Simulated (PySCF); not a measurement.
PySCF 2.14.0, PBE0/def2-svp, df: V(NH)(OH)3 ([NH]=[V]([OH])([OH])[OH]), 9 atoms. The geometry is a generated start, not checked to be a minimum at this level.

```json
{
 "task": "energy",
 "method": "pbe0",
 "basis": "def2-svp",
 "two_electron_scheme": "density fitting",
 "mol.max_memory": "3000 MB",
 "mf.max_cycle": "100",
 "mf.init_guess": "minao (default)",
 "mf.DIIS": "CDIIS (default)",
 "mf.conv_tol": "1e-09 (default)",
 "mf.grids.level": "3 (default)",
 "basis_functions": "107",
 "grid_points": "116288"
}
```

```xyz
9

V     -0.0194     0.0207     0.0956
N      0.0346    -0.7152    -1.3170
H      0.0284    -1.2432    -2.1842
O      1.5214     0.2748     0.6251
H      2.4637     0.2176     0.4585
O     -0.8482     1.4406    -0.0859
H     -1.3146     2.0539    -0.6550
O     -0.8516    -1.0530     1.0583
H     -1.0142    -0.9962     2.0046
```

Charge 0 and multiplicity 1 are set for this test and not shown to be the ground state.

One run each on 2 threads, 1 BLAS thread. Values of diis_space tried: 3, 5, 8 (default), 12, 20.

Task: How does the count of Fock builds change with diis_space, and where is it least?

Result: Fewest Fock builds, within one of each other: 5 with 14, 8 (default) with 14, 12 with 14, 20 with 14. The count rises to 27 at 3. All converge to one solution.

```csv
diis_space,Fock builds,end
3,27,same solution
5,14,same solution
8 (default),14,same solution
12,14,same solution
20,14,same solution
```
